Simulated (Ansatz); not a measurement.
HfS2: band gap against strain

HfS2 (1T layered, P-3m1, 21.646 Å³/atom at rest, c along z) under an equal strain ε along all three axes. PBE-D3(BJ) in Ansatz, a plane-wave DFT program (PAW, default set), 420 eV, 11×11×6 Γ-centred mesh, Fermi-Dirac smearing 0.05 eV; ions are relaxed within the symmetry of each cell. Gaps are the smallest over the k-mesh and a band path, without spin-orbit coupling; in all rows the valence edge lies at about 0.1 Å⁻¹ from Γ and the conduction edge at about 1.1 Å⁻¹ from Γ.

Here s stands for strain and Eg for gap.

| strain (%) | gap (eV) |
|---|---|
| 0.00 | 0.85 |
| 0.50 | 0.92 |
| 1.00 | 0.98 |
| 1.50 | 1.04 |
| 3.00 | ? |

Taking a straight line for Eg over the 4 complete rows: Means: s 0.75000, Eg 0.948. About the means, the sum of products is 0.15750 and the sum of squares of s is 1.2500; the slope is their ratio. Least squares gives Eg = 0.853 + 0.1260·s. Residuals (row less fit): -0.003, 0.004, 0.001, -0.002; standard error 0.004 (degrees of freedom: 2). Over these rows the gap moves by 13 ± 0.3 eV per unit strain, or 4.2 eV per unit of ln V.

Q: Estimate the missing Eg (s = 3.00); what did the run itself give?

A: Eg = 0.853 + 0.1260 × 3.0 = 1.231 eV. The calculation gives 1.19 eV, 0.041 eV below the prediction (12.1 % of the range of Eg in the table). The row lies outside the fitted rows, so this is an extrapolation. The fitted rows scatter only by rounding.

One order more, fitted to all 7 runs of the series, follows each within 0.01, so the miss is the next term of a smooth law. Spin-orbit coupling is left out, which can shift this property for HfS2. Rows are the converged runs of the series near zero and its far end; series whose fitted rows scatter by over a few per cent of the range, as at a crossing or softening among them, aren't shown in this form. Most that stay on the fit to the last digits aren't either.
